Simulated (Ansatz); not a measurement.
Consider this model of amorphous Si₂₁Ge₃O₄₈.

```xyz
72
Lattice="10.5677 -0.0100 -0.0359 -0.0100 9.9128 0.2307 -0.0359 0.2307 10.4199" Properties=species:S:1:pos:R:3 pbc="T T T"
Si     6.2120     7.2236     9.5401
Si     4.1375     7.5437     3.6854
Si     7.1699     6.5059     4.2052
Si     8.7364     2.1617     8.9053
Si     3.6716     5.3780     1.8206
Si     3.9990     3.6598     6.6553
Si    10.4257     8.8168     0.5453
Si     0.2053     1.6126     0.5692
Si     5.6064     8.9708     7.2795
Si     5.7514     1.5241     8.1487
Si     4.3829     0.4328     2.3179
Si    10.5212     4.3671     9.6172
Si     6.7591     2.2242     2.3627
Si     9.4367     0.5916     2.6722
Si     9.4523     8.5048     5.1250
Si     1.7082     5.4005     7.2897
Si     4.1817     2.9816     3.7221
Si     1.3058     6.5073     4.5374
Si    10.0032     9.5160     7.9617
Si     0.8709     5.9263     1.4300
Si     4.1160     9.3285    10.2699
Ge     6.8019     5.1066     1.3955
Ge     2.4692     8.5134     7.9292
Ge     5.9764     6.0800     6.7096
O      3.9637     9.1484     7.2605
O      2.3076     5.2833     0.9178
O      9.7341     9.9303     4.3886
O      1.0216     9.4303     7.5310
O      8.1622     7.7941     4.3986
O      5.8272     1.0013     1.7890
O      4.8856     2.8110     7.7054
O      0.2342     7.6542     4.9255
O      6.1136     0.5957     6.8263
O      3.5522     1.6954     2.9287
O      5.5804     6.8030     3.9125
O      7.2216     3.3869     1.2818
O      9.1759     1.7143    10.4084
O      2.6352     4.0679     7.4387
O      0.8590     3.1014    10.2170
O      0.9038     0.1894     0.1884
O      5.8689     5.9877     8.4760
O      9.1957     8.7574     6.7359
O     10.2995     5.0496     0.5554
O      2.4996     6.8036     7.5561
O      1.1687     5.3959     5.7391
O      6.6021     8.4628     8.5303
O      3.6559     9.7140     1.2555
O      0.0433     1.6563     2.2002
O      9.2002     3.7402     8.8524
O      4.9155     0.6226     9.2363
O      9.5076     1.1735     7.8292
O      7.6142     5.6425     2.8805
O      9.7512     8.8142     9.4458
O      3.5684     4.3693     3.1160
O      4.6931     5.0443     6.1524
O      5.0526     7.9772    10.4235
O      7.1336     2.0798     8.7741
O      2.8277     7.1682     4.6159
O      3.7495     2.8179     5.2817
O      8.0787     1.4606     2.8904
O      5.8298     2.9526     3.5277
O      5.0524     5.0118     1.0382
O      9.4046     9.2386     1.8009
O      3.6736     6.9513     2.2436
O      0.6388     7.4800     1.0232
O      7.3042     5.6259     5.6143
O      0.8857     5.8536     3.0813
O      5.8188     7.7846     6.1965
O      2.7221     8.7855     9.6299
O      4.4258     9.1508     3.6704
O      7.3179     6.3005     0.1671
O      0.6164     5.2897     8.4887
```

These are PBE, scalar-relativistic without spin-orbit coupling (plane waves to 420 eV, PAW; Ansatz, an electronic-structure program) values and carry that method's errors.

Preparation: random packing, a CHGNet melt and quench, and a DFT relaxation. O atoms were pushed apart under 1.9 Å during the dynamics, to hinder bonds among them. The hot cell started wider than the set density and was brought back towards it in steps. It is the lowest in DFT energy of 2 quenches. It is a model cell: composition and starting density were chosen by hand, and all elements were melted together. No dispersion term was used. Its density started from a set value of 2.52 and ended at 2.40 g/cm³. The quench (nominally 390 K/ps over its main leg) was far faster than any real one, so the model tends to hold more defects than a real film. A cell of this size samples the disorder only roughly. Volume and shape were free in the relaxation.

Neighbours within Si-Si 2.60 Å, Si-Ge 2.70 Å, Si-O 1.90 Å, Ge-Ge 2.81 Å, Ge-O 2.23 Å, O-O 1.58 Å count as bonded. Two cations that share two anions don't count as bonded, nor two that share one unless they lie closer than Si-Si 2.38 Å, Si-Ge 2.47 Å, Ge-Ge 2.57 Å.

Give the coordination numbers, mean bond lengths and angles.


| Quantity | Result |
|---|---|
| Mean coordination of Si by anions | 4.00 (21 with 4) |
| Mean coordination of Ge by anions | 4.00 (3 with 4) |
| Mean coordination of O | 2.00 (48 with 2) |
| Mean Si-O bond | 1.640 Å (spread 0.016 Å, 84 counted) |
| Mean Ge-O bond | 1.768 Å (spread 0.017 Å, 12 counted) |
| Bond angle at Si | mean 109.5°, spread 5.5° |
| Bond angle at Ge | mean 109.5°, spread 9.7° |
| Bond angle at O | mean 135.0°, spread 14.0° |

List the pairs of like atoms that count as bonded by the rules above.

There are none by these rules.
